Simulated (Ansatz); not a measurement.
Functionals compared on H on the 1x1 (0001) surface of hcp Ti, one in a 2x2 cell, started at the site 'hollow Ti-Ti-Ti over Ti at depth 2.2 Å', in Ansatz (plane waves, PAW). The structure was relaxed with PBE; the other rows are single points on it, each with its references at the same level. Cutoff 420 eV (500 eV for r2SCAN).

Model: 17-atom slab, 6.8 Å thick at the start under the adsorbate (thin: gaps and levels are the slab's own), 6x6x1 mesh, Fermi-Dirac 0.1 eV, dipole correction, 8 atoms held, the rest relaxed; start symmetry kept, larger cells not searched; no spin, no spin-orbit, no U, no dispersion correction. At the end it is bonded to 3 Ti. In PBE it is, or lies within 0.03 eV of, the lowest of the starts that converged. These notes are the PBE run's. Adsorption energies are against ½ H2(g). A negative adsorption energy means that the adsorbate is more stable on the surface than in its reference.

```csv
functional,adsorption energy (eV),work function of the top face (eV),change of the work function (eV),rough cost of the single point
PBE,-1.09,4.30,-0.09,–
RPBE,-0.99,4.18,-0.11,very roughly 50 core-seconds
r2SCAN,-1.24,4.37,-0.15,very roughly 2.2 core-minutes
```

Ansatz is a program for electronic structure.
